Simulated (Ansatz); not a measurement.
# Response to strain in Mo3Ir

Start from Mo₃Ir in the A15 (Cr3Si type) structure (space group Pm-3n, No. 223; a = 4.940 Å; a cell from a computed database, its experimental status unchecked). Axes: x, y, z lie along the cube axes.

Strains are applied to the cell and any free atomic positions relax; under stress the whole cell relaxes.

Method: Ansatz (a first-principles code), PBEsol, PAW, cutoff 420 eV, no spin-orbit coupling.

Notes on the quantities. energy relative to the base: free energy F.

```json
[
 {"change": "base", "pressure": "0.0 GPa", "space group": "Pm-3n (No. 223)", "volume per atom": "15.07 Å³", "energy relative to the base": "0 meV/atom"},
 {"change": "isotropic strain +0.40 %", "pressure": "-3.5 GPa", "space group": "Pm-3n (No. 223)", "volume per atom": "15.25 Å³", "energy relative to the base": "+2.0 meV/atom"},
 {"change": "isotropic strain +3.80 %", "pressure": "-26.4 GPa", "space group": "Pm-3n (No. 223)", "volume per atom": "16.85 Å³", "energy relative to the base": "+163 meV/atom"},
 {"change": "uniaxial strain ε_xx = +5.88 %", "pressure": "-14.4 GPa", "space group": "P4_2/mmc (No. 131)", "volume per atom": "15.96 Å³", "energy relative to the base": "+75 meV/atom"},
 {"change": "uniaxial stress, 0.5 GPa compression along z", "pressure": "–", "space group": "P4_2/mmc (No. 131)", "volume per atom": "15.06 Å³", "energy relative to the base": "0.0 meV/atom"}
]
```

Without a gap, meshes like the base's 10×10×10 leave anisotropic stresses uncertain by several tenths of a GPa, and small strain energies with them. Stability under load was not tested beyond the relaxation. The final runs are not spin-polarised.
